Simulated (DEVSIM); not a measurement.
**abrupt Si p-n junction**

System: abrupt Si p-n junction, at 300 K.

| layer (left to right) | material | thickness (μm) | Nd (cm⁻³) | Na (cm⁻³) | τn (s) | τp (s) |
|---|---|---|---|---|---|---|
| 1 | Si | 26.0 | - | 1e17 | 8.7e-5 | 8.7e-5 |
| 2 | Si | 17.0 | 1.6e16 | - | 8.7e-5 | 8.7e-5 |

Left contact: ohmic. Right contact: ohmic. Voltage is applied to the left contact. Recombination: SRH at mid-gap, radiative, Auger. Mobility is μmin + (μ − μmin)/(1 + (N/Nref)^α).

The device is made up for the run: typed textbook-type constants, with dimensions and the other settings drawn at random. Values at 300 K.

```csv
parameter,Si
gap (eV),1.124
affinity (eV),4.05
permittivity,11.7
Nc (cm⁻³),2.86e19
Nv (cm⁻³),3.1e19
μn (cm²/Vs),1417
μp (cm²/Vs),470
"μn,min",52
"μp,min",45
"Nref,n",9.7e16
"Nref,p",2.2e17
αn,0.68
αp,0.72
B (cm³/s),4.7e-15
Cn (cm⁶/s),2.8e-31
Cp (cm⁶/s),9.9e-32
```

Model (solved in DEVSIM): 1D drift-diffusion, Boltzmann statistics, complete ionisation; no tunnelling, impact ionisation, image-force lowering or self-heating.

```yaml
potential_step_across_the_device_at_zero_bias: 0.782 V
largest_field_in_the_device_at_zero_bias: 56000 V/cm
Dark forward voltage at 1 A/cm²: 0.660 V
Dark forward voltage at 100 A/cm²: 0.831 V
```

Dark forward current:

(V (V), J (A/cm²)): (0.05, 9.0e-11); (0.10, 5.4e-10); (0.15, 3.3e-9); (0.25, 1.4e-7); (0.30, 9.7e-7); (0.35, 6.7e-6); (0.40, 4.6e-5); (0.45, 0.00032); (0.55, 0.015); (0.60, 0.10); (0.65, 0.70); (0.70, 4.3); (0.80, 60); (0.85, 140); (0.90, 270); (0.95, 450); (1.00, 680); (1.10, 1300); (1.15, 1800); (1.20, 2200)

Dark reverse current:

```csv
V (V),J (A/cm²)
-0.20,-6.0e-11
-0.50,-1.1e-10
-1.00,-1.8e-10
-1.50,-2.3e-10
-2.00,-2.8e-10
-3.00,-3.7e-10
-4.00,-4.4e-10
-5.00,-5.1e-10
-6.50,-6.0e-10
-8.00,-6.8e-10
-10.00,-7.7e-10
```
